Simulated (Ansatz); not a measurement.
Take SnS2 in the CdI2 type structure (space group P-3m1, No. 164; layered, stacked along the Cartesian z axis) as the base.

```yaml
crystal:
  lattice:
    - [3.62603, 0.00000, 0.00000]
    - [-1.81302, 3.14024, 0.00000]
    - [0.00000, 0.00000, 5.57350]
  atoms:
    - { symbol: Sn, position: [0.00000, 0.00000, 0.00000] }
    - { symbol: S, position: [0.33333, 0.66667, 0.26443] }
    - { symbol: S, position: [0.66667, 0.33333, 0.73557] }
```

Cartesian axes are those of the cell as printed.

Computed with Ansatz (a first-principles code) PBEsol-D3(BJ), scalar-relativistic without spin-orbit coupling.

Perturbation: the cell is stretched by 3.53 % along z with no lateral relaxation, atoms relaxed at fixed cell.

### Question
Predict the stress tensor and what it implies for the stiffness.

### Answer
Stress of the strained cell less that of the base (GPa, compression positive):
```
  -0.58    0.00    0.00
   0.00   -0.58    0.00
   0.00    0.00   -1.19
```

Then −Δσ_ii/ε with ε = 0.0353 gives secant stiffness values (nonlinear terms included at this strain): C33 ≈ 34 GPa, C13 ≈ 16 GPa and C23 ≈ 16 GPa.

No phonon test of stability was made.
